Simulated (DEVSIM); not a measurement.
Structure: Ti/La2O3/SiO2/p-Si capacitor, at 300 K.

| layer (left to right) | material | thickness (nm) | Na (cm⁻³) |
|---|---|---|---|
| 1 | La2O3 | 6.80 | - |
| 2 | SiO2 | 0.540 | - |
| 3 | Si | 600 | 9.2e17 |

Metal gate on the left, work function 4.33 eV. Fixed charge at the semiconductor interface -7.3e10 cm⁻² (in units of +e); no interface traps.

Constants are typed, rounded textbook-type inputs, not results; the design itself was drawn at random and stands for no fabricated device. Values at 300 K.

| parameter | La2O3 | SiO2 | Si |
|---|---|---|---|
| gap (eV) | 5.8 | 9 | 1.124 |
| affinity (eV) | 1.8 | 0.9 | 4.05 |
| permittivity | 27 | 3.9 | 11.7 |
| Nc (cm⁻³) | - | - | 2.86e19 |
| Nv (cm⁻³) | - | - | 3.1e19 |

DEVSIM, 1D Poisson equation in equilibrium, Boltzmann statistics, complete ionisation; no quantum confinement or tunnelling. Metal contacts follow the ideal Schottky-Mott rule: no Fermi-level pinning, no interface dipoles.

The substrate doping was swept, all else fixed.

```
substrate doping (cm^-3)  minimum of the low-frequency capacitance (μF/cm²)  flat-band voltage (V)  threshold voltage (band bending 2φF) (V)
------------------------  -------------------------------------------------  ---------------------  ----------------------------------------
4.6e16                                                               0.0770                  -0.67                                      0.17
9.2e16                                                                0.102                  -0.69                                      0.21
1.8e17                                                                  [?]                  -0.71                                       [?]
4.6e17                                                                0.206                  -0.73                                      0.34
9.2e17                                                                0.274                  -0.75                                      0.43
1.8e18                                                                0.360                  -0.77                                      0.55
```

Some entries are withheld; supply them.


- 1.8e17, minimum of the low-frequency capacitance (μF/cm²): 0.139
- 1.8e17, threshold voltage (band bending 2φF) (V): 0.25
